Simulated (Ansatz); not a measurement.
The starting structures come from a database of crystals and need not be the phases stable at ambient conditions.

Evanescent states of LaF3 (P6_3cm, not sure to be the ambient phase, 24 atoms a cell, 13.6 Å³ an atom) along the normal of (001)

These are r2SCAN (plane waves, PAW; Ansatz, an electronic-structure program) values and carry that method's errors.

No gap correction and no spin-orbit coupling; mid-gap values are interpolated between computed energies.

Energies count from the valence-band top; κ is the least over a 6×6 mesh across the current.

```csv
E (eV),κ (1/Å),where
0.16,0.161,Γ
0.48,0.267,Γ
0.80,0.333,Γ
1.12,0.381,Γ
1.44,0.418,Γ
1.76,0.448,Γ
2.08,0.472,Γ
2.40,0.492,Γ
2.72,0.508,Γ
3.04,0.521,Γ
3.36,0.531,Γ
3.68,0.538,Γ
4.00,0.543,Γ
4.32,0.545,Γ
4.64,0.545,Γ
4.96,0.542,Γ
5.28,0.537,Γ
5.60,0.529,Γ
5.92,0.518,Γ
6.24,0.503,Γ
6.56,0.483,Γ
6.88,0.449,Γ
```

Problem. How thick must the barrier be to attenuate the transmission by 10^8 when the electrodes' Fermi level lies at 0.48 eV, and what attenuation does that film give at 4.00 eV?

Solution. d = 8 ln 10 / (2 × 0.267) = 34.5 Å. At 4.00 eV it gives 8 × 0.543/0.267 = 16.3 decades.
